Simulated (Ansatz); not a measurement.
Base system: MoS₂ in the 3R-MoS2 type structure (space group R3m, No. 160; a = 3.116 Å, c = 17.356 Å (hexagonal axes); layered, stacked along the Cartesian z axis).

Modification: a free-standing slab of 2 layers (6 atoms, 3 a layer) is cut normal to the stacking axis, with 15 Å of vacuum and the in-plane cell relaxed.

Levels (all Ansatz, a program for electronic structure, PAW): PBEsol-D3(BJ) (420 eV, no SOC); r2SCAN (500 eV, without spin-orbit coupling); HSE06 (420 eV, scalar-relativistic without spin-orbit coupling).

One geometry, relaxed with PBEsol-D3(BJ), under each level:

```json
[
 {"level": "PBEsol-D3(BJ)", "band gap": "0.98 eV", "lowest conduction level above the VBM at special points": "K 1.12 eV; M 1.71 eV; Γ 2.12 eV"},
 {"level": "r2SCAN", "band gap": "1.15 eV", "lowest conduction level above the VBM at special points": "K 1.22 eV; M 1.84 eV; Γ 2.28 eV"},
 {"level": "HSE06", "band gap": "1.59 eV", "lowest conduction level above the VBM at special points": "K 1.64 eV; M 2.38 eV; Γ 2.85 eV"}
]
```

Single points use the geometry relaxed with PBEsol-D3(BJ). HSE06 was sampled on its mesh, a few special points and the semilocal edge points, so its gap is an upper bound. Whether these cells are dynamically stable was not tested. Labels are those of the standard path for the cell's own space group.
